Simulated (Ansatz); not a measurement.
The reference is Sn in the diamond structure (space group Fd-3m, No. 227; a = 6.541 Å; relaxed with 0.1 eV smearing). Axes: x, y, z lie along the cube axes.

Structures relaxed with DFT with PBEsol, PAW potentials and a 420 eV plane-wave cutoff in Ansatz (a quantum-chemistry and plane-wave program), no SOC.

Base:

Simulated powder pattern, Cu Kα1, λ = 1.54056 Å (kinematic, ideal powder, no thermal factors, no anomalous dispersion; the 10 strongest lines at most, above 2 %, up to 2θ = 90°):

```
2θ (°)  I/Imax (%)    hkl
------  ----------  -----
23.54          100  (111)
38.91           80  (220)
45.98           49  (311)
56.21           13  (400)
61.77           20  (331)
70.47           27  (422)
75.46           15  (511)
83.54          8.5  (440)
88.33           15  (531)
```

After one change:

Simulated powder pattern, Cu Kα1, λ = 1.54056 Å (kinematic, ideal powder, no thermal factors, no anomalous dispersion; the 10 strongest lines at most, above 2 %, up to 2θ = 90°):

| 2θ (°) | I/Imax (%) |
|---|---|
| 23.62 | 100 |
| 38.91 | 27 |
| 39.13 | 53 |
| 46.03 | 33 |
| 46.41 | 16 |
| 56.21 | 9.0 |
| 62.12 | 13 |
| 70.61 | 18 |
| 71.05 | 8.8 |
| 75.49 | 7.4 |

### Question
What was done to the base?
(A) uniaxial strain ε_xx = −1.06 %
(B) uniaxial strain ε_yy = +1.18 %
(C) biaxial strain −2.25 %, plane normal [001], relaxed out of plane
(D) uniaxial strain ε_yy = +4.73 %

### Answer
A, uniaxial strain ε_xx = −1.06 %. Its volume per atom is 34.61 Å³ against 34.98 Å³, and its space group is I4_1/amd (No. 141).

Stability against distortions was not tested.
